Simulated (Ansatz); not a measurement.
Base system: Rh in the fcc (Cu type) structure (space group Fm-3m, No. 225).

```
Rh
1.0
    0.00000     1.91503     1.91503
    1.91503     0.00000     1.91503
    1.91503     1.91503     0.00000
Rh
1
Direct
  0.00000   0.00000   0.00000
```

Level of theory: PBE (Ansatz, a program for electronic structure), no spin-orbit coupling.

Base values:

- Volume per atom: 14.05 Å³

Modification: a hydrostatic pressure of 0.9 GPa.

What happens to the volume per atom?

The volume per atom drops by 0.05 Å³ (14.05 Å³ → 14.00 Å³).

Load acts through the strain it causes; cell and atoms are relaxed under it. Stability against distortions was not tested. The final runs are not spin-polarised.
